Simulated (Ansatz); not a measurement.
The structure below was relaxed with Ansatz (an electronic-structure program) r2SCAN, no spin-orbit coupling, at pressure −1 GPa.

Space group P-3m1 (No. 164); a = b = 4.5995 Å, c = 7.3118 Å, α = β = 90.00°, γ = 120.00°

| atom | site | symmetry | x | y | z |
|---|---|---|---|---|---|
| Sb | 2d | 3m. | 0.3333 | 0.6667 | 0.2301 |
| Mg | 1a | -3m. | 0.0000 | 0.0000 | 0.0000 |
| Mg | 2d | 3m. | 0.6667 | 0.3333 | 0.3663 |

Task: Write out a cell with all atoms.

Result: 
```cif
data_Mg3Sb2
_chemical_formula_sum 'Sb2 Mg3'
_space_group_name_H-M_alt 'P 1'
_space_group_IT_number 1
_cell_length_a 4.59948
_cell_length_b 4.59948
_cell_length_c 7.31185
_cell_angle_alpha 90.000
_cell_angle_beta 90.000
_cell_angle_gamma 120.000
loop_
_space_group_symop_operation_xyz
  'x, y, z'
loop_
_atom_site_label
_atom_site_type_symbol
_atom_site_fract_x
_atom_site_fract_y
_atom_site_fract_z
_atom_site_occupancy
Sb1 Sb 0.33333 0.66667 0.23009 1
Sb2 Sb 0.66667 0.33333 0.76991 1
Mg1 Mg 0.00000 0.00000 0.00000 1
Mg2 Mg 0.33333 0.66667 0.63375 1
Mg3 Mg 0.66667 0.33333 0.36625 1
```
This is the conventional cell.

Load acts through the strain it causes; cell and atoms are relaxed under it. Stability against distortions was not tested. The cell was made from Mg₃Sb₂ (space group P-3m1, No. 164) by this change: pressure −1 GPa.
